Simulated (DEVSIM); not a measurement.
Device: Schottky contact on p-type GaAs, at 400 K.

Layer 1 from the left is GaAs, thickness (μm) 14.0, Na (cm⁻³) 1.4e17, τn (s) 2.1e-9, τp (s) 2.1e-9. Layer 2 from the left is GaAs, thickness (μm) 4.60, Na (cm⁻³) 1.9e18, τn (s) 2.1e-9, τp (s) 2.1e-9.

Left contact: Schottky, work function 4.604 eV, emission velocity 3.2e6 cm/s. Right contact: ohmic. Voltage is applied to the left contact. Recombination: SRH at mid-gap, Auger. Mobility is constant in doping.

This is a model device: material constants are rounded textbook-type values typed into the input, and sizes, dopings and lifetimes were drawn at random. Values at 300 K; Nc and Nv go as T^1.5, mobilities as T to minus their exponent, the gap by Varshni's rule with the affinity fixed.

GaAs: gap (eV) 1.424, affinity (eV) 4.07, permittivity 12.9, Nc (cm⁻³) 4.7e17, Nv (cm⁻³) 9e18, μn (cm²/Vs) 8500, μp (cm²/Vs) 400, T exponent of μn 2.1, T exponent of μp 2.2, Cn (cm⁶/s) 1e-30, Cp (cm⁶/s) 1e-30, Varshni α (eV/K) 0.000541, Varshni β (K) 204.

Simulated with DEVSIM: 1D drift-diffusion, Boltzmann statistics, complete ionisation; no tunnelling, impact ionisation, image-force lowering or self-heating. Metal contacts follow the ideal Schottky-Mott rule: no Fermi-level pinning, no interface dipoles.

Dark forward current:

| |V| (V) | |J| (A/cm²) |
|---|---|
| 0.05 | 0.0004997 |
| 0.10 | 0.002619 |
| 0.15 | 0.01161 |
| 0.20 | 0.04969 |
| 0.25 | 0.2107 |
| 0.30 | 0.8861 |
| 0.35 | 3.650 |
| 0.40 | 14.03 |
| 0.45 | 44.99 |
| 0.50 | 108.6 |
| 0.55 | 202.1 |
| 0.60 | 316.0 |
| 0.65 | 442.7 |
| 0.70 | 577.6 |
| 0.75 | 718.2 |
| 0.80 | 862.8 |
| 0.85 | 1010 |
| 0.90 | 1160 |
| 0.95 | 1312 |
| 1.00 | 1465 |
| 1.05 | 1620 |
| 1.10 | 1775 |
| 1.15 | 1931 |
| 1.20 | 2088 |

Work out the local ideality factor n = ΔV / (kT/q · ln(J2/J1)) between the rows 0.15 and 0.20 V, 1.15 and 1.20 V.

kT/q = 34.47 mV. From 0.15 to 0.20 V: ln(0.04969/0.01161) = 1.454, n = 1.00, near the 1 of diffusion or emission over a barrier. From 1.15 to 1.20 V: ln(2088/1931) = 0.078, n = 18.56; the layers' resistance at their doping, Σ W/(qμN) = 0.00030 Ω cm², would take 47 mV of this step of 50 mV.

Estimate the current at 0.25 V for emission alone, J0 = q v N_band exp(−φB/kT), and read the barrier back from the simulated current.

φB = 0.843 eV, N_band = 1.39e19 cm⁻³, J0 = 0.000169 A/cm²; J = J0 (exp(qV/kT) − 1) = 0.238 A/cm². The simulation gives 0.211 A/cm²; the estimate lies 13 % above. Read backwards, the simulated current gives an apparent barrier of 0.847 eV. The estimate leaves out transport through the depletion region and minority injection.
